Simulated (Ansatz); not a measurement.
Defect: O vacancy in bixbyite In2O3, charge state +2. The step: a nearby O atom hops onto the vacant site; the atom moves 2.38 Å along (-0.04, 0.23, 0.00) of the unit cell; the moving atom starts with neighbours In at 2.15, In at 2.17, In at 2.28, In at 2.35 Å and ends with In at 2.13, In at 2.19, In at 2.33, In at 2.35 Å. DFT values are from Ansatz (plane-wave PAW, 420 eV unless said) in a cell of 80 host sites, spin-restricted, static, with no finite-size correction. The charge state is imposed; whether it is stable for some Fermi level was not computed. Forms of the defect that were not tried may lie lower. For the PBE band: the program found a first-order saddle point.

```
Level                                                                    Forward barrier (eV)  Cost of the band or of the saddle's single point
-----------------------------------------------------------------------  --------------------  ------------------------------------------------
CHGNet universal potential (has no charge state), its own band                           0.69                                                 -
PBE, one k-point at (0.250, 0.250, 0.250), band relaxed                                  0.80                           roughly 70 core-minutes
PBE, a 2×2×2 k-point mesh shifted by half a step, same geometries                        0.80                     around 6 core-minutes (rough)
r2SCAN at 500 eV, one k-point at (0.250, 0.250, 0.250), same geometries                     …             about 3 core-minutes (a rough figure)
```

Question: What belongs in the gaps?

Answer: 
- r2SCAN at 500 eV, one k-point at (0.250, 0.250, 0.250), same geometries, Forward barrier (eV): 0.81

Ansatz is an electronic-structure program.
